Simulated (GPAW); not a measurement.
## Energy against c/a at fixed volume: hcp Zr (space group 194) (GPAW, LDA)

```
CELL_PARAMETERS angstrom
      3.20163     0.00000     0.00000
     -1.60081     2.77269     0.00000
      0.00000     0.00000     4.90057
ATOMIC_POSITIONS crystal
  Zr 0.66667 0.33333 0.75000
  Zr 0.33333 0.66667 0.25000
```

Level of theory: LDA (Perdew-Wang 92), GPAW PAW datasets LDA (gpaw-data 1.0.1) (plane waves; GPAW). Settings: mode = pw; ecut = 585 eV; xc = LDA; kpts = 24 24 14; mesh shift (steps) = 0 0 0; occupations.name = fermi-dirac; occupations.width = 0.05 eV; nbands = -8; convergence.density = 1e-06 e/electron; convergence.energy = 1e-06 eV/electron; symmetry.symmorphic = false; symmetry.tolerance = 0.0005; maxiter = 100. The cell above is the first row's. The rows change c/a at fixed volume. In all rows fractional positions and the k mesh are held. E is the free energy at the stated smearing, counted from the lowest row.

| c/a | E (meV/atom) |
|---|---|
| 1.5307 | ? |
| 1.5466 | 7.42 |
| 1.5625 | 4.24 |
| 1.5785 | 1.98 |
| 1.5944 | 0.58 |
| 1.6104 | 0.00 |
| 1.6263 | 0.16 |
| 1.6423 | 1.02 |
| 1.6582 | 2.48 |

The 8 complete rows are fitted with a cubic, E against c/a. With u = c/a - 1.60, the rows have u = -0.05340, -0.03750, -0.02150, -0.00560, 0.01040, 0.02630, 0.04230, 0.05820. Least squares gives E = 0.292 - 43.83·u + 1545.6·u² - 2504·u³. Residuals (row less fit): -0.001, -0.001, 0.006, -0.006, -0.001, -0.003, 0.006, -0.003; standard error 0.006 (degrees of freedom: 4). The fitted curve has its minimum at c/a = 1.61, where E = -0.03. To one more digit the minimum is at c/a = 1.615; the ideal close-packed ratio is 1.633.

### Question
Predict the withheld E at c/a = 1.5307 from the fit, and compare with the calculation.

### Answer
u = -0.06930, so E = 0.292 - 43.83 × (-0.06930) + 1545.6 × (-0.06930)² - 2504 × (-0.06930)³ = 11.586 meV/atom. The calculation gives 11.56 meV/atom, 0.026 meV/atom below the prediction (0.2 % of the range of E in the table). The row lies outside the fitted rows, so this is an extrapolation. From the scatter of the fitted rows alone, a prediction at this place has a standard error of 0.015 meV/atom, so the miss is 1.7 times that.

Carrying the step between the two nearest rows on in a straight line would have given 10.60, off by 0.96; series whose last step already gives the withheld value aren't shown. The reference cell has the volume at which an earlier scan in this program and functional put its minimum by a fit; axis ratios and inner coordinates come from a measured-size cell. The runs keep the symmetry of the cell, so they don't test it for distortions. The best c/a moves a little with volume. In metals such curves are sensitive to mesh and smearing. Cutoffs and mesh are single choices, not tested for convergence of this quantity. Series with a scatter that would blur these digits, or in which a gap closes, are not shown. Strain series were run only where this level's volume lies within 10 % of a first guess from the measured size.
